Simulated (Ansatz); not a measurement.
**ScAl3 under a change: Al → Ag**

Base system: ScAl3 in the Cu3Au type structure (space group Pm-3m, No. 221; a = 4.0858 Å).

It is then changed as follows: full substitution Al → Ag; the structure is relaxed again.

Level of theory: plane-wave PAW DFT at the r2SCAN level (Ansatz, a quantum-chemistry and plane-wave program, 500 eV), no spin-orbit coupling. Settings: 11×11×11 k-points, 0.05 eV Fermi–Dirac smearing.

The volume per atom goes up by 1.53 Å³, from 17.05 Å³ to 18.58 Å³ and the density goes up by 5.17 g/cm³, from 3.07 g/cm³ to 8.24 g/cm³. The lattice parameter a increases by 11.8 pm to 420.4 pm and the space group is still Pm-3m (No. 221). The shortest interatomic distance grows by 8.4 pm to 297.3 pm and the band gap remains zero.

No phonon test of stability was made. As relaxed here, ScAg3 is a hypothetical phase, not in the database extracts checked. All final runs are without spin polarisation. ScAg3 has a high density of states at the Fermi level and may be magnetic at this level.
